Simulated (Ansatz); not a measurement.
We consider MgS (P6₃mc, No. 186, 4 atoms in the cell; start mp-1185942; a measured phase of this formula has another space group), described by LDA in Ansatz (PAW).

Settings: plane-wave cutoff 520 eV, 12×12×6 k mesh (along the axes of the cell as run), Fermi–Dirac smearing 0.01 eV, scalar-relativistic PAW data made under PBE.

Cell (relaxed at this level):

```cif
data_Mg2S2
_chemical_formula_sum 'Mg2 S2'
_space_group_name_H-M_alt 'P63mc'
_space_group_IT_number 186
_space_group_name_Hall 'P 6c -2c'
_cell_length_a 3.98458
_cell_length_b 3.98458
_cell_length_c 6.36039
_cell_angle_alpha 90.000
_cell_angle_beta 90.000
_cell_angle_gamma 120.000
loop_
_atom_site_label
_atom_site_type_symbol
_atom_site_symmetry_multiplicity
_atom_site_Wyckoff_symbol
_atom_site_fract_x
_atom_site_fract_y
_atom_site_fract_z
_atom_site_occupancy
Mg1 Mg 2 b 0.66667 0.33333 0.49660 1
S1 S 2 b 0.33333 0.66667 0.37839 1
```

Give the computed band gap.


- band gap: 3.35 eV (direct)

Computed values are for the static lattice.

A start named mp-… is a Materials Project structure, which need not be a measured phase.

Ansatz is a first-principles code.
